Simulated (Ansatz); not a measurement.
## Response to strain in SiC

Take SiC (space group P6_3mc, No. 186; a = 3.058 Å, c = 10.012 Å) as the base.

Strains are applied to the cell and any free atomic positions relax.

All numbers come from Ansatz (a quantum-chemistry and plane-wave program) LDA, no spin-orbit coupling.

Notes on the quantities. pressure: mean of the normal stresses, compression positive.

```
isotropic strain (%)  pressure (GPa)
--------------------  --------------
0                                0.0
0.75                            -4.9
1.5                                ?
2.25                           -13.5
3                              -17.2
```

Fit P = P₀ − Bδ + Cδ² with δ = (1 + ε)³ − 1 to the rows shown and predict the withheld row.

Least squares on the printed values gives P₀ = 0.0 GPa, B = 225 GPa (at held cell shape), C = 431 GPa (largest residual 0.0 GPa); this predicts -9.4 GPa, and the run gives -9.4 GPa, in agreement.

Whether these cells are dynamically stable was not tested.
